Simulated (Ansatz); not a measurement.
## Rb2LiTlF6: element substitutions

The parent structure is Rb2LiTlF6 (space group Fm-3m, No. 225; a = 8.5047 Å; a cell from a computed database, its experimental status unchecked).

Each row replaces one element on all its sites; cell and atoms are relaxed.

All numbers come from PBEsol (Ansatz, a quantum-chemistry and plane-wave program; PAW; 420 eV plane waves; no SOC).

| case | shortest interatomic distance | width of the top valence band | gap character | band gap | density |
|---|---|---|---|---|---|
| base | 2.080 Å | 0.15 eV | direct at Γ | 3.57 eV | 5.36 g/cm³ |
| Tl → Au | 2.075 Å | 1.64 eV | direct at X | 0.38 eV | 5.49 g/cm³ |
| Li → Cs | 2.166 Å | 0.69 eV | indirect, L → Γ | 3.53 eV | 4.42 g/cm³ |
| Li → K | 2.162 Å | 0.27 eV | indirect, L → Γ | 3.82 eV | 4.39 g/cm³ |

Other magnetic orders, which the real material may have, were not ruled out. With Au and Tl present, leaving out spin-orbit coupling can change the band edges. No phonon test of stability was made. For Rb2LiAuF6, CsRb2TlF6 and Rb2KTlF6 in this form, whether it has been made was not checked. A gap here joins edges of opposite spin (a spin-flip gap).
